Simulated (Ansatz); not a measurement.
The decay constant κ of evanescent states in the gap governs leakage through a thin film.

Here is the system:

```yaml
crystal:
  lattice:
    - [4.03179, 0.00000, 0.00000]
    - [-2.01590, 3.49164, 0.00000]
    - [0.00000, 0.00000, 16.76842]
  atoms:
    - { symbol: In, position: [0.33333, 0.66667, 0.33330] }
    - { symbol: In, position: [0.66667, 0.33333, 0.66670] }
    - { symbol: In, position: [0.66667, 0.33333, 0.83330] }
    - { symbol: In, position: [0.33333, 0.66667, 0.16670] }
    - { symbol: Se, position: [0.33333, 0.66667, 0.58995] }
    - { symbol: Se, position: [0.66667, 0.33333, 0.41005] }
    - { symbol: Se, position: [0.66667, 0.33333, 0.08995] }
    - { symbol: Se, position: [0.33333, 0.66667, 0.91005] }
```

The cell was relaxed by PBE-D3(BJ).

Transport runs along the normal of the first two printed cell vectors, the (001) plane of the conventional cell.

The gap is the functional's own. No spin-orbit coupling. Mid-gap values are those at the computed energy nearest the middle.

Q: Compute, with Ansatz (a quantum-chemistry and plane-wave program) with r2SCAN, the band gap and the smallest decay constant κ at mid-gap.

A: Gap 0.79 eV on a 12×12×2 mesh; κ = 0.062 1/Å, at the zone centre.
